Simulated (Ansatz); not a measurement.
Start from ZnS in the zinc blende structure (space group F-43m, No. 216; a = 5.357 Å).

It is then changed as follows: a fraction x = 0.667 of the Zn sites is given to Cd, ordered in a cell of 6 atoms (starting symmetry I-4m2) and fully relaxed.

The other end (x = 1) is CdS in the zinc blende structure (space group F-43m, No. 216): 24.70 Å³/atom, gap 1.01 eV.

Levels (all Ansatz, a first-principles code, PAW): PBEsol (420 eV, no SOC); r2SCAN (500 eV, no spin-orbit coupling).

The geometry is relaxed with PBEsol.

| Item | Value |
|---|---|
| PBEsol band gap | 1.23 eV |
| PBEsol pressure | 0.00 GPa |
| PBEsol gap character | direct at Γ |
| PBEsol width of the top valence band | 2.11 eV |

How does going to r2SCAN change the band gap, pressure, gap character and width of the top valence band?

The band gap goes up by 0.61 eV to 1.84 eV; the pressure goes from zero to 1.72 GPa; the gap character (in this cell's own zone, which can be folded) remains direct at Γ; the width of the top valence band stays essentially unchanged (2.11 eV against 2.12 eV).

Single points use the geometry relaxed with PBEsol. Their cutoffs differ, which shifts pressures a little. Each cell is one ordered arrangement of few atoms, which overstates ordering effects compared with a random alloy. Stability against distortions was not tested. k-point labels follow each cell's own Brillouin zone.
